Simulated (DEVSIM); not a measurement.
Device: Au/SiO2/p-Ge capacitor, at 250 K.

Layer 1 from the left is SiO2, thickness (nm) 17.0. Layer 2 from the left is Ge, thickness (nm) 9300, Na (cm⁻³) 4.1e15.

Metal gate on the left, work function 5.1 eV. Fixed charge at the semiconductor interface 0 cm⁻² (in units of +e); no interface traps.

The device is made up for the run: typed textbook-type constants, with dimensions and the other settings drawn at random. Values at 300 K; Nc and Nv go as T^1.5, mobilities as T to minus their exponent, the gap by Varshni's rule with the affinity fixed.

SiO2: gap (eV) 9, affinity (eV) 0.9, permittivity 3.9. Ge: gap (eV) 0.664, affinity (eV) 4, permittivity 16, Nc (cm⁻³) 1.04e19, Nv (cm⁻³) 6e18, Varshni α (eV/K) 0.000477, Varshni β (K) 235.

**Question.** Estimate by hand the flat-band voltage, the threshold voltage, and compare with a numerical solution.

**Answer.** 
- Flat-band voltage: C = 0.203 μF/cm², work-function difference 0.568 V; VFB = φms − qNf/C = 0.57 V; numerical 0.57 V.
- Threshold voltage: φF = 0.184 V, depletion charge √(4εqNφF) = 2.62e-8 C/cm²; VT = VFB + 2φF + Qd/C = 1.07 V; numerical 1.07 V.

Model (solved in DEVSIM): 1D Poisson equation in equilibrium, Boltzmann statistics, complete ionisation; no quantum confinement or tunnelling. Metal contacts follow the ideal Schottky-Mott rule: no Fermi-level pinning, no interface dipoles.
